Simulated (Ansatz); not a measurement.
Consider BN in the wurtzite structure (space group P6_3mc, No. 186; a = 2.523 Å, c = 4.175 Å). Axes: x lies along a and z along c of the hexagonal cell.

Method: plane-wave PAW DFT at the LDA level (Ansatz, a program for electronic structure, 420 eV), no spin-orbit coupling.

Before the change:

```
Item                             Value
-----------------------------  -------
Shortest interatomic distance  1.548 Å
```

Modification: a pure shear with ε_xz = ε_zx = 0.0067; the atoms relax in the strained cell.

Q: What happens to the shortest interatomic distance?

A: The shortest interatomic distance drops by 0.004 Å to 1.544 Å.

Q: What happens to the stress?

A: The stress (xx, yy, zz, yz, xz, xy; compression positive) comes out as (0.00, 0.03, 0.05, 0.00, -4.63, 0.00) GPa.

Q: How does this affect the energy relative to the base?

A: The energy grows by 1.1 meV/atom.

Whether these cells are dynamically stable was not tested.
